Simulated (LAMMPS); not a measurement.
Ni (fcc) at 2250 K and zero pressure, started from the melt, with several potentials, in cells of their own sizes.

Models:
- EAM-type CuNi.eam.alloy: classical MD, pair style eam/alloy, file CuNi.eam.alloy (LAMMPS); Onat and Durukanoglu, J Phys Cond Matt, 26, 035404 (2014)
- EAM-type NiAlH_jea.eam.alloy: classical MD, pair style eam/alloy, file NiAlH_jea.eam.alloy (LAMMPS); Moody and Baskes, Modell Sim Mater Sci Eng, 3, 289-307 (1995)
- EAM-type smf7: classical MD, pair style eam, the elements' _smf7.eam files (smf7) (LAMMPS); Foiles, Phys Rev B 32, 7685 (1985)
- EAM-type universal-3 set of Foiles, Baskes and Daw: classical MD, pair style eam, the elements' _u3.eam files (universal-3 set of Foiles, Baskes and Daw) (LAMMPS); Foiles et al, Phys Rev B, 33, 7983 (1986)
- MEAM Ni.meam: classical MD, pair style meam, file Ni.meam (LAMMPS)
- SNAP Ni_Zuo_JPCA2020.quadratic.snap: MD with a machine-learned potential, pair style snap, file Ni_Zuo_JPCA2020.quadratic.snap (LAMMPS); Y. Zuo, C. Chen, X, Li, Z. Deng, Y. Chen, J. Behler, G. Csányi, A. V. Shapeev, A. P. Thompson, M. A. Wood, S. P. Ong, "Performance and Cost Assessment of Machine Learning Interatomic Potentials" J. Phys. Chem. A 124, 4, 731-745 (2020)

```json
[
 {"potential": "EAM-type CuNi.eam.alloy", "state": "liquid", "volume": "13.113 ± 0.002 Å³/atom", "first peak of g(r)": "2.41 Å, height 2.4", "coordination number": "12.8 (counted to 3.46 Å)", "self-diffusion coefficient of Ni (not corrected for cell size)": "(9.0 ± 0.1) × 10^-5 cm²/s", "viscosity": "2.2 ± 0.2 mPa s", "mean phonon frequency": "4.8 THz", "rough cost (ms per atom and simulated ps)": "1 to 3"},
 {"potential": "EAM-type NiAlH_jea.eam.alloy", "state": "liquid", "volume": "13.101 ± 0.001 Å³/atom", "first peak of g(r)": "2.45 Å, height 2.4", "coordination number": "12.9 (counted to 3.46 Å)", "self-diffusion coefficient of Ni (not corrected for cell size)": "(8.95 ± 0.08) × 10^-5 cm²/s", "viscosity": "-", "mean phonon frequency": "4.7 THz", "rough cost (ms per atom and simulated ps)": "1 to 3"},
 {"potential": "EAM-type smf7", "state": "liquid", "volume": "13.312 ± 0.001 Å³/atom", "first peak of g(r)": "2.44 Å, height 2.6", "coordination number": "13.0 (counted to 3.50 Å)", "self-diffusion coefficient of Ni (not corrected for cell size)": "(6.59 ± 0.07) × 10^-5 cm²/s", "viscosity": "3.0 ± 0.3 mPa s", "mean phonon frequency": "5.2 THz", "rough cost (ms per atom and simulated ps)": "1 to 3"},
 {"potential": "EAM-type universal-3 set of Foiles, Baskes and Daw", "state": "liquid", "volume": "13.579 ± 0.001 Å³/atom", "first peak of g(r)": "2.44 Å, height 2.5", "coordination number": "12.8 (counted to 3.50 Å)", "self-diffusion coefficient of Ni (not corrected for cell size)": "(7.85 ± 0.05) × 10^-5 cm²/s", "viscosity": "2.4 ± 0.3 mPa s", "mean phonon frequency": "5.0 THz", "rough cost (ms per atom and simulated ps)": "0.3 to 1"},
 {"potential": "MEAM Ni.meam", "state": "liquid", "volume": "13.625 ± 0.009 Å³/atom", "first peak of g(r)": "2.45 Å, height 2.8", "coordination number": "10.1 (counted to 3.18 Å)", "self-diffusion coefficient of Ni (not corrected for cell size)": "(5.8 ± 0.2) × 10^-5 cm²/s", "viscosity": "3.31 ± 0.07 mPa s", "mean phonon frequency": "6.4 THz", "rough cost (ms per atom and simulated ps)": "1 to 3"},
 {"potential": "SNAP Ni_Zuo_JPCA2020.quadratic.snap", "state": "liquid", "volume": "12.82 ± 0.01 Å³/atom", "first peak of g(r)": "2.44 Å, height 2.5", "coordination number": "13.0 (counted to 3.46 Å)", "self-diffusion coefficient of Ni (not corrected for cell size)": "(6.7 ± 0.4) × 10^-5 cm²/s", "viscosity": "-", "mean phonon frequency": "4.9 THz", "rough cost (ms per atom and simulated ps)": "30 to 100"}
]
```

Costs are rough: whole-run CPU time with set-up and analysis, from shared machines, in bands a factor of about three wide.

Caution (row MEAM Ni.meam): enthalpy drifts during the constant-pressure average: a transition or slow ageing; fluctuation values are void.

Caution (rows MEAM Ni.meam; SNAP Ni_Zuo_JPCA2020.quadratic.snap): a run this short can hold a crystal over, or a liquid under, the potential's own melting point, which these runs don't give.

States go by the mean squared displacement: a species diffuses where it passes 1.5 Å², still rises and gives D over 1e-6 cm²/s; a crystal has left its structure where atoms lie 0.35 Å off their sites on average or a cubic box changes its shape by 3 %, or the axial ratios of another lie 8 % off the starting cell's, which the potential's own relaxation can also do.

Errors of D are the spread over four groups of atoms in one short run; a floor of about 5 %, a picked value, is safer.

The ± values are statistical; the model's systematic error is not in them.
